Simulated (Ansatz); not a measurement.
Results of G0W0@PBEsol (hard PAW, contour deformation; Ansatz, a program for electronic structure) for SiBi2O5 (Cmc2₁, No. 36; start mp-28144).

The cell is the one relaxed with PBEsol. Conventional cell: a = 15.1710 Å, b = 5.4807 Å, c = 5.3274 Å, α = 90.00°, β = 90.00°, γ = 90.00°.

The quasiparticle gap at Γ at a fixed k mesh 2×2×2:

```tsv
response cutoff	value (eV)
175 eV, 2139 empty bands	3.975
210 eV, 2812 empty bands	4.025
280 eV, 4329 empty bands	4.088
350 eV, 6050 empty bands	4.123
```

Taking the value to converge with the response cutoff E as E^(−3/2), extrapolate from the last two rows.

With y = y∞ + c/w and weights w = 4685 and 6548 for the last two rows, y∞ = (w2 y2 − w1 y1)/(w2 − w1) = (6548 × 4.123 − 4685 × 4.088)/1863 = 4.211 eV, which lies 0.088 beyond the last row. Successive pairs of rows give 4.184, 4.205, 4.211. The limit also hangs on the law assumed, so its last digits aren't firm.

The other settings are not extrapolated, so this is the limit in one setting alone.

Spin–orbit coupling is not included; with these elements it can move the gap by several tenths of an eV or more.

A start named mp-… is a Materials Project structure, which can be a computed phase never made.
